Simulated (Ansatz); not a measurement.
The starting structures come from a database of crystals and need not be the phases stable at ambient conditions.

Inside the gap of an insulator the Bloch states are evanescent, with a wavenumber k + iκ along the transport direction.

Given:

```
PdRb2Br6
1.0
    7.41108     0.00000     0.00000
    0.00000    10.48085     0.00000
    3.70554     5.24043     3.70554
Rb Pd Br
2 1 6
Direct
  0.50000   0.75000   0.00000
  0.50000   0.25000   0.00000
  0.00000   0.00000   0.00000
  0.00000   0.76260   0.00000
  0.00000   0.23740   0.00000
  0.00000   0.76260   0.47480
  0.00000   0.23740   0.52520
  0.52520   0.76260   0.47480
  0.47480   0.23740   0.52520
```

Space group of this cell: Fm-3m. The cell is taken as given.

Transport runs along the normal of the first two printed cell vectors, the (110) plane of the conventional cell.

No gap correction and no spin-orbit coupling; mid-gap values are interpolated between computed energies.

### Question
Give the band gap and the smallest decay constant κ at mid-gap that r2SCAN run with Ansatz (an electronic-structure program) yields.

### Answer
Gap 0.71 eV on a 8×8×8 mesh; κ = 0.175 1/Å, at the zone centre.
